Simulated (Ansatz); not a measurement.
# Ir: pressure 9 GPa

The parent structure is Ir in the fcc (Cu type) structure (space group Fm-3m, No. 225; a = 3.844 Å).

Perturbation: cell and atoms relaxed at a pressure of 9 GPa.

The values are results of plane-wave PAW DFT at the r2SCAN level (Ansatz, a first-principles code, 500 eV), scalar-relativistic without spin-orbit coupling, not measurements. Settings: 21×21×21 k-points, 0.05 eV Fermi–Dirac smearing.

```tsv
quantity	base	changed	shift
density	22.47 g/cm³	22.98 g/cm³	+0.51 g/cm³
lattice parameter a	3.844 Å	3.816 Å	-0.0288 Å
shortest interatomic distance	2.718 Å	2.698 Å	-0.020 Å
enthalpy H = E + PV relative to the base's energy	–	+0.79 eV/atom	–
band gap	zero	zero	–
```

Final structure:

```
Ir
1.0
    0.00000     1.90782     1.90782
    1.90782     0.00000     1.90782
    1.90782     1.90782     0.00000
Ir
1
Cartesian
  0.00000   0.00000   0.00000
```

Load acts through the strain it causes; cell and atoms are relaxed under it. Stability against distortions was not tested. Competing high-pressure phases were not computed. All final runs are without spin polarisation.
